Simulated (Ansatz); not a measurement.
```
CELL_PARAMETERS angstrom
      4.11750     0.00000     0.00000
      0.00000     4.11750     0.00000
      0.00000     0.00000     8.16625
ATOMIC_POSITIONS crystal
  Ba 0.00000 0.00000 0.73918
  Ba 0.00000 0.00000 0.26082
  Zr 0.50000 0.50000 0.00000
  Ti 0.50000 0.50000 0.50000
  O  0.00000 0.50000 0.00000
  O  0.00000 0.50000 0.50000
  O  0.50000 0.50000 0.73783
  O  0.50000 0.50000 0.26217
  O  0.50000 0.00000 0.00000
  O  0.50000 0.00000 0.50000
```

No spin polarisation.

Level of theory: r2SCAN (Ansatz, a program for electronic structure; PAW; 500 eV plane waves; without spin-orbit coupling), earlier PAW set. Settings: 8×8×4 k-points, 0.05 eV Fermi–Dirac smearing.

Estimate the band gap.

2.22 eV.

Predict the gap character (in this cell's own zone, which can be folded).

Indirect, M → Γ.

Each cell is one ordered arrangement of few atoms, which overstates ordering effects compared with a random alloy. No phonon test of stability was made. All final runs are without spin polarisation. The cell was made from BaTiO3 by this change: x(Zr) = 0.5, 10 atoms, P4/mmm. Many cubic perovskites are stable only at high temperature; tilts and polar distortions were not tested.
